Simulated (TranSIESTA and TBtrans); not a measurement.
System: stilbene-4,4'-diyl held by thiolate S between the apex atoms of two Al(100) rods. Leads: fcc Al rod along [100], layers of 5 and 4 atoms, a = 4.04 Å. Geometry: as built, not relaxed. Transport runs along z; the first 18 and the last 18 of the 95 atoms are the lead cells, repeated to infinity.

```xyz
95
Lattice="14.213 0.000 0.000 0.000 14.213 0.000 0.000 0.000 46.408" Properties=species:S:1:pos:R:3 pbc="F F T"
Al     7.107     7.107     0.000
Al     9.963     7.107     0.000
Al     7.107     9.963     0.000
Al     4.250     7.107     0.000
Al     7.107     4.250     0.000
Al     8.535     8.535     2.020
Al     5.678     8.535     2.020
Al     8.535     5.678     2.020
Al     5.678     5.678     2.020
Al     7.107     7.107     4.040
Al     9.963     7.107     4.040
Al     7.107     9.963     4.040
Al     4.250     7.107     4.040
Al     7.107     4.250     4.040
Al     8.535     8.535     6.060
Al     5.678     8.535     6.060
Al     8.535     5.678     6.060
Al     5.678     5.678     6.060
Al     7.107     7.107     8.080
Al     9.963     7.107     8.080
Al     7.107     9.963     8.080
Al     4.250     7.107     8.080
Al     7.107     4.250     8.080
Al     8.535     8.535    10.100
Al     5.678     8.535    10.100
Al     8.535     5.678    10.100
Al     5.678     5.678    10.100
Al     7.107     7.107    12.120
Al     9.963     7.107    12.120
Al     7.107     9.963    12.120
Al     4.250     7.107    12.120
Al     7.107     4.250    12.120
Al     8.535     8.535    14.140
Al     5.678     8.535    14.140
Al     8.535     5.678    14.140
Al     5.678     5.678    14.140
Al     7.107     7.107    16.160
S      8.802     8.375    17.059
C      8.368     7.896    18.728
C      7.446     8.654    19.456
C      7.104     8.282    20.761
C      7.692     7.147    21.356
C      8.604     6.385    20.606
C      8.943     6.760    19.303
C      7.356     6.701    22.731
C      6.857     7.513    23.677
C      6.522     7.066    25.052
C      7.109     5.931    25.647
C      6.767     5.560    26.951
C      5.846     6.317    27.680
S      5.411     5.839    29.349
C      5.270     7.453    27.105
C      5.610     7.829    25.802
H      6.987     9.527    19.011
H      6.363     8.873    21.281
H      9.062     5.501    21.034
H      9.653     6.166    18.742
H      7.548     5.662    22.965
H      6.665     8.551    23.443
H      7.850     5.341    25.127
H      7.226     4.686    27.397
H      4.560     8.048    27.666
H      5.152     8.713    25.374
Al     7.107     7.107    30.248
Al     8.535     8.535    32.268
Al     5.678     8.535    32.268
Al     8.535     5.678    32.268
Al     5.678     5.678    32.268
Al     7.107     7.107    34.288
Al     9.963     7.107    34.288
Al     7.107     9.963    34.288
Al     4.250     7.107    34.288
Al     7.107     4.250    34.288
Al     8.535     8.535    36.308
Al     5.678     8.535    36.308
Al     8.535     5.678    36.308
Al     5.678     5.678    36.308
Al     7.107     7.107    38.328
Al     9.963     7.107    38.328
Al     7.107     9.963    38.328
Al     4.250     7.107    38.328
Al     7.107     4.250    38.328
Al     8.535     8.535    40.348
Al     5.678     8.535    40.348
Al     8.535     5.678    40.348
Al     5.678     5.678    40.348
Al     7.107     7.107    42.368
Al     9.963     7.107    42.368
Al     7.107     9.963    42.368
Al     4.250     7.107    42.368
Al     7.107     4.250    42.368
Al     8.535     8.535    44.388
Al     5.678     8.535    44.388
Al     8.535     5.678    44.388
Al     5.678     5.678    44.388
```

Run with TranSIESTA and TBtrans (open boundaries, self-consistent; PseudoDojo norm-conserving potentials, scalar-relativistic): PAO.BasisSize SZP, PAO.EnergyShift 0.15 eV, XC.Authors PBE, Mesh.Cutoff 150 Ry, ElectronicTemperature 300 K, TS.Voltage 0.0 eV, TBT.Elecs.Eta 0.001 eV, no spin polarisation.

Energies count from the leads' Fermi level. Transmissions are for one spin of a degenerate pair. The energy step is 0.02 eV; narrower resonances are cut or missed.

```
E (eV)         T
------  --------
-0.20   0.000681
-0.16   0.000756
-0.12   0.000899
-0.08    0.00112
-0.04    0.00143
0.00     0.00187
0.04     0.00286
0.08     0.00364
0.12     0.00425
0.16     0.00493
0.20     0.00572
```

Question: Give the zero-bias conductance in μS and the resistance at 300 K.

Answer: At the Fermi level T = 0.00187. Averaged with −∂f/∂E over the full grid (kT = 25.9 meV) it is 0.00207. With G0 = 2e²/h = 77.48 μS, G = 0.160 μS and R = 1/G = 6250 kΩ.

Question: Estimate the thermopower by Mott's formula S = −(π²/3)(kB²T/e) d ln T/dE from the rows at -0.04 and 0.04 eV.

Answer: d ln T/dE = 8.66 eV⁻¹ and (π²/3) kB²T/e = 7.33 μV/K · eV, so S = -64 μV/K; the full integral gives -55 μV/K. A negative sign means that T rises with energy over the thermal window.

Question: The eigenchannels at the Fermi level transmit 0.00187. What Fano factor of the shot noise follows at low temperature and bias?

Answer: F = Σ τ(1 − τ)/Σ τ = 0.00187/0.00187 = 1.00.

The leads' channel count changes near 0.03 eV, within the thermal window, so values at the Fermi level hang on where that band edge falls. Semilocal functionals put molecular levels too close to the Fermi level and tend to overestimate such conductances.
